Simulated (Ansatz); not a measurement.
The parent structure is Te (space group P3_121, No. 152; a = 4.317 Å, c = 5.955 Å; made of chains).

One thing is altered: Se takes the place of Te on all its sites; the structure is relaxed again.

Levels (all Ansatz, a first-principles code, PAW): PBEsol (420 eV, spin-orbit coupling left out); r2SCAN (500 eV, no spin-orbit coupling).

The geometry is relaxed with PBEsol.

| Quantity | Value |
|---|---|
| PBEsol electron mass | 0.087 mₑ (at H) |
| PBEsol lowest conduction level above the VBM at special points | H 0.40 eV; A 0.82 eV; L 1.22 eV; M 1.35 eV |
| PBEsol pressure | 0.00 GPa |

Task: Predict the electron mass, lowest conduction level above the VBM at special points and pressure from r2SCAN.

Result: The electron mass becomes 0.100 mₑ along c, 0.13 mₑ across (at H) (PBEsol: 0.087 mₑ (at H)); the lowest conduction level above the VBM at special points changes from H 0.40 eV; A 0.82 eV; L 1.22 eV; M 1.35 eV to H 0.67 eV; A 1.00 eV; L 1.45 eV; M 1.62 eV; the pressure goes from zero to 1.92 GPa.

Single points use the geometry relaxed with PBEsol. Their cutoffs differ, which shifts pressures a little. The levels and masses belong to the bands next to the band gap. Masses are band curvatures over ±0.01 Å⁻¹ around the edge. Stability against distortions was not tested. No dispersion term is included in the PBEsol runs.
